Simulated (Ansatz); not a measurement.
Consider the following.

```xyz
5
Lattice="3.9127 0.0000 0.0000 0.0000 5.5334 0.0000 0.0000 2.7667 2.7667" Properties=species:S:1:pos:R:3 pbc="T T T"
Sr     0.0000     0.0000     0.0000
Ti     1.9564     2.7667     0.0000
O      1.9564     4.1500     1.3833
O      1.9564     1.3833     1.3833
O      0.0000     2.7667     0.0000
```

Space group of this cell: Pm-3m, cubic perovskite. The cell is taken as given; by r2SCAN its mean pressure is -0.8 GPa.

The current runs along the normal of the first two printed vectors, the (110) plane. All runs by Ansatz (a program for electronic structure), plane waves and PAW, without spin-orbit coupling; the base is r2SCAN.

```json
[
 {"run": "base", "mean pressure (GPa)": "-0.8", "gap (eV)": "2.25", "mid-gap κ (1/Å)": "0.248"},
 {"run": "all lengths scaled by 0.98", "mean pressure (GPa)": "12.0", "gap (eV)": "[?]", "mid-gap κ (1/Å)": "0.249"},
 {"run": "all lengths scaled by 1.02", "mean pressure (GPa)": "-10.5", "gap (eV)": "2.11", "mid-gap κ (1/Å)": "0.245"},
 {"run": "lda in place of r2scan", "mean pressure (GPa)": "-8.3", "gap (eV)": "1.77", "mid-gap κ (1/Å)": "0.215"},
 {"run": "lengths across the current scaled by 0.98, ions clamped", "mean pressure (GPa)": "7.4", "gap (eV)": "[?]", "mid-gap κ (1/Å)": "[?]"},
 {"run": "lengths across the current scaled by 1.02, ions clamped", "mean pressure (GPa)": "-7.5", "gap (eV)": "2.10", "mid-gap κ (1/Å)": "0.243"},
 {"run": "lengths along the current scaled by 0.97, ions clamped", "mean pressure (GPa)": "5.3", "gap (eV)": "[?]", "mid-gap κ (1/Å)": "0.243"},
 {"run": "lengths along the current scaled by 1.03, ions clamped", "mean pressure (GPa)": "-5.9", "gap (eV)": "2.11", "mid-gap κ (1/Å)": "0.249"},
 {"run": "pbesol in place of r2scan", "mean pressure (GPa)": "-3.0", "gap (eV)": "1.82", "mid-gap κ (1/Å)": "0.218"}
]
```

Task: Complete the blanks.

Result: 
- all lengths scaled by 0.98, gap (eV): 2.39
- lengths across the current scaled by 0.98, ions clamped, gap (eV): 2.29
- lengths across the current scaled by 0.98, ions clamped, mid-gap κ (1/Å): 0.251
- lengths along the current scaled by 0.97, ions clamped, gap (eV): 2.22
